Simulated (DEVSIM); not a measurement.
System: abrupt Si p-n junction, at 300 K.

```tsv
layer (left to right)	material	thickness (μm)	Nd (cm⁻³)	Na (cm⁻³)	τn (s)	τp (s)
1	Si	1.50	-	3.4e15	5.8e-6	5.8e-6
2	Si	3.10	1.4e15	-	5.8e-6	5.8e-6
```

Left contact: ohmic. Right contact: ohmic. Voltage is applied to the left contact. Recombination: SRH at mid-gap, radiative. Mobility is constant in doping.

The device is made up for the run: typed textbook-type constants, with dimensions and the other settings drawn at random. Values at 300 K.

| parameter | Si |
|---|---|
| gap (eV) | 1.124 |
| affinity (eV) | 4.05 |
| permittivity | 11.7 |
| Nc (cm⁻³) | 2.86e19 |
| Nv (cm⁻³) | 3.1e19 |
| μn (cm²/Vs) | 1417 |
| μp (cm²/Vs) | 470 |
| B (cm³/s) | 4.7e-15 |

Simulated with DEVSIM: 1D drift-diffusion, Boltzmann statistics, complete ionisation; no tunnelling, impact ionisation, image-force lowering or self-heating.

Tabulate band edges, carrier densities and field at zero bias.

Energies count from the Fermi level of the right contact; mesh points crowd at the junctions.

```tsv
x (μm)	Ec (eV)	Ev (eV)	n (cm⁻³)	p (cm⁻³)	field (V/cm)
0.000	0.888	-0.236	34000	3.4e15	≈ 0
0.02375	0.888	-0.236	34000	3.4e15	≈ 0
0.06656	0.888	-0.236	34000	3.4e15	≈ 0
0.1540	0.888	-0.236	34000	3.4e15	≈ 0
0.4014	0.888	-0.236	34000	3.4e15	≈ 0
0.7800	0.888	-0.236	34000	3.4e15	≈ 0
1.144	0.884	-0.240	40000	2.9e15	-540
1.365	0.826	-0.298	380000	3.0e14	-6400
1.443	0.760	-0.364	4800000	2.4e13	-10000
1.481	0.717	-0.407	2.6e7	4.5e12	-12000
1.502	0.690	-0.434	7.2e7	1.6e12	-13000
1.540	0.642	-0.482	4.7e8	2.5e11	-12000
1.602	0.568	-0.556	8.2e9	1.4e10	-11000
1.726	0.447	-0.677	9.0e11	1.3e8	-8400
2.083	0.277	-0.847	6.4e14	180000	-1700
2.677	0.257	-0.867	1.4e15	83000	≈ 0
3.528	0.257	-0.867	1.4e15	83000	≈ 0
4.071	0.257	-0.867	1.4e15	83000	≈ 0
4.396	0.257	-0.867	1.4e15	83000	≈ 0
4.509	0.257	-0.867	1.4e15	83000	≈ 0
4.566	0.257	-0.867	1.4e15	83000	≈ 0
4.600	0.257	-0.867	1.4e15	83000	≈ 0
```
